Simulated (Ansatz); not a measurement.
The reference is Mg₂Sn (space group Fm-3m, No. 225; a = 6.7471 Å; relaxed with 0.1 eV smearing). Axes: x, y, z lie along the cube axes.

Method: PBEsol (Ansatz, an electronic-structure program; PAW; 420 eV plane waves; spin-orbit coupling left out).

Before the change:

| Property | Result |
|---|---|
| Pressure | 0.0 GPa |

Now apply this change: uniaxial strain ε_zz = −1.00 %, all other strain components held at zero; the atoms relax in the strained cell.

Task: Predict the new energy relative to the base and pressure.

Result: The energy grows by 0.6 meV/atom; the pressure (mean of the normal stresses, compression positive) goes from zero to 0.4 GPa.

Whether these cells are dynamically stable was not tested.
